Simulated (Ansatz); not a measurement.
Functionals compared on a constructed model of the (100) surface of fcc Ir, a pseudomorphic layer of Sc in the host's stacking (bottom of the slab: a bare face, its two planes held), in Ansatz (plane waves, PAW). The structure was relaxed with PBE; the other rows are single points on it. Cutoff 420 eV (500 eV for r2SCAN).

Slab: 7 atoms, 12.3 Å thick at the start; k 14x14x1, smearing 0.1 eV, dipole-corrected; 2 atoms held, the rest relaxed; held to the start's symmetry, so lower structures may exist; no spin, no spin-orbit, no U. It is one candidate, not shown to be the stable structure of the face. These notes are the PBE run's.

| functional | work function of the top face (eV) | rough cost of the single point |
|---|---|---|
| PBE | 4.35 | – |
| RPBE | 4.27 | about 40 core-seconds (a rough figure) |
| r2SCAN | … | about 70 core-seconds (a rough figure) |

**Question.** Complete the blanks.

**Answer.** 
- r2SCAN, work function of the top face (eV): 4.55

Ansatz is a first-principles code.
